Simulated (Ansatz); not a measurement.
How far PBE and r2SCAN part for LiNbO3, isotropic strain −3.45 %

Take LiNbO3 (space group R3c, No. 161; a = 5.190 Å, c = 14.016 Å (hexagonal axes)) as the base.

(Cell as relaxed with PBE.)

Levels (all Ansatz, a program for electronic structure, PAW, earlier PAW set): PBE (420 eV, no spin-orbit coupling); r2SCAN (500 eV, no spin-orbit coupling).

Each level relaxes its own structure.

```csv
base,PBE,r2SCAN
volume per atom,10.90 Å³,10.58 Å³
lattice parameter a,5.190 Å,5.137 Å
```

It is then changed as follows: every lattice vector is shortened by 3.45 %; the atoms relax in the strained cell.

```tsv
quantity	PBE	r2SCAN
largest internal atomic displacement	0.094 Å	[?]
pressure (mean of the normal stresses, compression positive)	14.14 GPa	[?]
energy relative to the base (free energy F)	+44 meV/atom	[?]
```

Problem. Predict the r2SCAN column.

Solution. 
- largest internal atomic displacement, r2SCAN: 0.095 Å
- pressure (mean of the normal stresses, compression positive), r2SCAN: 15.69 GPa
- energy relative to the base (free energy F), r2SCAN: +47 meV/atom

PBE's pressure lies 1.55 GPa below r2SCAN's; PBE's energy relative to the base lies 3.6 meV/atom below r2SCAN's. Neither level is exact; r2SCAN is the comparison here, not a measurement.

Stability against distortions was not tested.
